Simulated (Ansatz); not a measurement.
## How the lattice parameter a of GaN (model structure, from the CsCl type, Pm-3m, No. 221) moves with the method

No measured value is used here.

Question: Put these levels in order of the lattice parameter a that they give for GaN (model structure, from the CsCl type, Pm-3m, No. 221), smallest first: PBE (Ansatz, a quantum-chemistry and plane-wave program), PBE-D3(BJ) (Ansatz), PBEsol (Ansatz).

Answer: PBEsol (2.701 Å), PBE-D3(BJ) (2.714 Å), PBE (2.741 Å)

Ansatz's density-functional and Hartree–Fock values are scalar-relativistic unless marked +SOC, with PAW data made under PBE.

A model structure was made by putting elements into a prototype or built by hand; it is no filed structure, need not be a known phase, and can be a saddle point held by its symmetry.
